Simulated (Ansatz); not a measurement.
Band structure of ScPd3 (Fm-3m, 4 atoms in the cell).

```
ScPd3
1.0
    0.00000     3.49152     3.49152
    3.49152     0.00000     3.49152
    3.49152     3.49152     0.00000
Sc Pd
1 3
Direct
  0.00000   0.00000   0.00000
  0.50000   0.50000   0.50000
  0.25000   0.25000   0.25000
  0.75000   0.75000   0.75000
```

Computed with revPBE, default PAW files made with PBE (plane waves; Ansatz, a first-principles code).

Settings: basis.ecutwfc = 30.9 Ry; kpoints.mp_grid.grid = 7 7 7; hamiltonian.xc = revpbe; hamiltonian.pseudopotentials = {kind: paw} (the program's default PAW files); scf.occupations.method = gaussian; scf.occupations.width = 0.02 Ry; kpoints.band_path.npoints = 6.

The starting cell was generated: these elements placed on a structure prototype, without a prior relaxation; it need not be a known phase or ordering of this composition. Spin polarisation is off.

Levels in eV from the Fermi level, bands 30 to 37:
```csv
point,30,31,32,33,34,35,36,37
Γ,-0.99,-0.88,-0.88,1.41,1.41,1.41,2.08,2.08
X,-0.88,-0.88,-0.43,-0.08,0.95,1.21,1.21,1.85
W,-0.97,-0.52,-0.36,-0.05,0.24,0.24,1.90,1.90
K,-0.84,-0.74,-0.50,-0.35,0.13,1.12,1.52,1.96
L,-0.99,-0.74,-0.74,-0.23,1.11,1.11,1.86,1.86
U,-0.84,-0.74,-0.50,-0.35,0.13,1.12,1.52,1.96
```

Bands cross the Fermi level along this path, so the cell is metallic at this level.

Keys are those of Ansatz 0.2.
